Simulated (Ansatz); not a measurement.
The parent structure is ZnSe in the zinc blende structure (space group F-43m, No. 216; a = 5.7330 Å).

All numbers come from plane-wave PAW DFT at the PBE level (Ansatz, a quantum-chemistry and plane-wave program, 420 eV), no SOC.

Base values:

| Property | Value |
|---|---|
| Lattice parameter a | 5.733 Å |

It is then changed as follows: a negative pressure, −2 GPa.

### Question
How does this affect the mean gap deformation potential ΔEg/Δln V?

### Answer
The mean gap deformation potential ΔEg/Δln V is -3.8 eV.

### Question
What does the calculation give for the lattice parameter a after the change?

### Answer
The lattice parameter a grows by 0.074 Å, from 5.733 Å to 5.807 Å.

Load acts through the strain it causes; cell and atoms are relaxed under it. Gaps are read on the SCF mesh and a high-symmetry path. No phonon test of stability was made.
